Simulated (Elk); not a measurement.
Band structure of GdN (Fm-3m, 2 atoms in the cell).

```
GdN
1.0
    0.00000     2.43398     2.43398
    2.43398     0.00000     2.43398
    2.43398     2.43398     0.00000
Gd N
1 1
Direct
  0.00000   0.00000   0.00000
  0.50000   0.50000   0.50000
```
Moments meant for the start (each program seeds them in its own way; μB, in the order of the atoms Gd N): 7.0 0.0.

Computed with PBE, all-electron FP-LAPW, Elk's shipped species files, APW+lo basis with extra local orbitals run with Elk 10.2.4.

Settings: xctype = 20; spinpol = true; rgkmax = 8; swidth = 0.000367493 Ha; ngridk = 6 6 6; reducebf = 0.8; gmaxvr = 14 1/bohr; nxlo = 2; lorbcnd = true; rmtscf = 0.94; lmaxi = 3; nempty = 12 per atom; maxscl = 100; bfcmt = [[0.0, 0.0, -1.75], [0.0, 0.0, 0.0]].

The starting cell has typed, rounded lattice constants, without a prior relaxation at this level. Its lattice was rescaled by a random factor within 2.5 % of one. Spin-orbit coupling is off. With one magnetic atom in the cell only a parallel order is possible. With U or open f shells several self-consistent states can exist. The f electrons are in the valence without U or exact exchange, which can misplace them near the Fermi level. Spin-orbit terms, which matter for f shells, are left out. Values depend on the basis (sphere radii, cutoffs, local orbitals), which need not be converged.

Levels in eV from the Fermi level, bands 12 to 19 of the first spin channel:
```json
[
 {"point": "Γ", "12": "-2.91", "13": "0.43", "14": "0.43", "15": "0.43", "16": "2.56", "17": "2.56", "18": "2.56", "19": "3.89"},
 {"point": "X", "12": "-2.98", "13": "-1.23", "14": "-0.64", "15": "0.01", "16": "0.02", "17": "6.98", "18": "7.31", "19": "8.18"},
 {"point": "W", "12": "-2.93", "13": "-2.00", "14": "-1.49", "15": "-1.49", "16": "3.75", "17": "3.75", "18": "7.49", "19": "8.19"},
 {"point": "K", "12": "-2.97", "13": "-2.19", "14": "-1.45", "15": "-1.25", "16": "2.09", "17": "6.18", "18": "7.13", "19": "7.98"},
 {"point": "L", "12": "-2.90", "13": "-2.90", "14": "-2.77", "15": "-2.77", "16": "5.45", "17": "6.27", "18": "6.27", "19": "7.21"},
 {"point": "U", "12": "-2.97", "13": "-2.19", "14": "-1.45", "15": "-1.25", "16": "2.09", "17": "6.18", "18": "7.13", "19": "7.97"}
]
```

Bands cross the Fermi level along this path, so the cell is metallic at this level.

The net moment of the cell came out as 7.00 μB.
